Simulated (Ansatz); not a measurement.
The starting structures come from a database of crystals and need not be the phases stable at ambient conditions.

Inside the gap of an insulator the Bloch states are evanescent, with a wavenumber k + iκ along the transport direction.

Consider the following.

```xyz
16
Lattice="6.5934 0.0000 0.0000 0.9574 6.8730 0.0000 0.0000 0.0000 7.2991" Properties=species:S:1:pos:R:3 pbc="T T T"
La     6.1151     5.4990     0.3879
La     1.4357     1.3739     6.9112
La     1.9144     4.8104     4.0374
La     5.6364     2.0626     3.2617
Cu     2.8829     0.3190     2.4518
Cu     4.6679     6.5540     4.8473
Cu     4.1892     3.1175     6.1013
Cu     3.3616     3.7555     1.1978
S      0.6161     0.0070     2.0002
S      6.9348     6.8659     5.2988
S      6.4561     3.4295     5.6498
S      1.0948     3.4435     1.6493
S      3.4696     5.3333     6.4508
S      4.0813     1.5397     0.8483
S      4.5600     4.9762     2.8012
S      2.9909     1.8968     4.4978
```

Space group of this cell: P2_1/c. The cell is taken as given.

Transport runs along the normal of the first two printed cell vectors.

No gap correction and no spin-orbit coupling; mid-gap values are interpolated between computed energies.

Problem. Predict the band gap and the smallest decay constant κ at mid-gap from r2SCAN run with Ansatz (an electronic-structure program).

Solution. Gap 1.51 eV on a 6×6×4 mesh; κ = 0.198 1/Å, at the zone centre.
